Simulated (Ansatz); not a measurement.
**Al: pressure 50 GPa**

Base system: Al in the fcc (Cu type) structure (space group Fm-3m, No. 225; a = 3.9920 Å).

One thing is altered: a hydrostatic pressure of 50 GPa.

Calculations: Kohn–Sham DFT with the r2SCAN functional, run in Ansatz (a quantum-chemistry and plane-wave program) with PAW and 500 eV plane waves, without spin-orbit coupling. k-mesh 20×20×20 (Γ-centred); smearing 0.05 eV (Fermi–Dirac).

The volume per atom drops by 4.008 Å³, from 15.90 Å³ to 11.90 Å³ and the density goes up by 0.95 g/cm³ to 3.77 g/cm³. The lattice parameter a decreases by 0.368 Å (3.992 Å → 3.624 Å) and the shortest interatomic distance shrinks by 0.2604 Å, from 2.823 Å to 2.562 Å. The band gap stays zero.

Final structure:

```
CELL_PARAMETERS angstrom
      0.00000     1.81188     1.81188
      1.81188     0.00000     1.81188
      1.81188     1.81188     0.00000
ATOMIC_POSITIONS crystal
  Al 0.00000 0.00000 0.00000
```

Load acts through the strain it causes; cell and atoms are relaxed under it. Stability against distortions was not tested. Competing high-pressure phases were not computed.
